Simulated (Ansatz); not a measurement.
The parent structure is Ag in the fcc (Cu type) structure (space group Fm-3m, No. 225; relaxed with 0.1 eV smearing).

```cif
data_Ag
_chemical_formula_sum 'Ag1'
_space_group_name_H-M_alt 'P 1'
_space_group_IT_number 1
_cell_length_a 2.90217
_cell_length_b 2.90217
_cell_length_c 2.90217
_cell_angle_alpha 60.000
_cell_angle_beta 60.000
_cell_angle_gamma 60.000
loop_
_space_group_symop_operation_xyz
  'x, y, z'
loop_
_atom_site_label
_atom_site_type_symbol
_atom_site_fract_x
_atom_site_fract_y
_atom_site_fract_z
_atom_site_occupancy
Ag1 Ag 0.00000 0.00000 0.00000 1
```

Method: r2SCAN (Ansatz, a program for electronic structure; PAW; 500 eV plane waves; no spin-orbit coupling).

For the base:

| Item | Result |
|---|---|
| Pressure | 0.0 GPa |

It is then changed as follows: every lattice vector is stretched by 2.00 %, atoms relaxed at fixed cell.

Task: What does the calculation give for the pressure after the change?

Result: The pressure goes from zero to -5.2 GPa.

Task: What does the calculation give for the energy relative to the base after the change?

Result: The energy goes up by 18 meV/atom.

The cells carry an imposed strain or load. Stability against distortions was not tested.
